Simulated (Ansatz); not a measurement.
# What Os → Pt does to Os

Base system: Os in the hcp (Mg type) structure (space group P6_3/mmc, No. 194; a = 2.729 Å, c = 4.307 Å).

One thing is altered: every Os is replaced by Pt; the structure is relaxed again.

Calculations: Ansatz (a quantum-chemistry and plane-wave program) PBEsol, no spin-orbit coupling, earlier PAW set. Γ-centred 19×19×10 mesh, Fermi–Dirac width 0.05 eV, for the changed cell.

```json
{
  "volume_per_atom": "15.13 Å³ (base 13.89 Å³)",
  "density": "21.40 g/cm³ (base 22.74 g/cm³)",
  "lattice_parameter_a": "2.729 Å (base 2.729 Å)",
  "c/a ratio": "1.720 (base 1.578)",
  "space_group": "P6_3/mmc (No. 194) (base P6_3/mmc (No. 194))",
  "shortest_interatomic_distance": "2.729 Å (base 2.668 Å)",
  "band_gap": "zero (base zero)"
}
```

No phonon test of stability was made. For Pt in this form, whether it has been made was not checked. All final runs are without spin polarisation. Pt lies near a magnetic instability that expansion can trigger; it was not tested. Pt has a high density of states at the Fermi level and may be magnetic at this level. This is not the structure that Pt has at room temperature and ambient pressure.
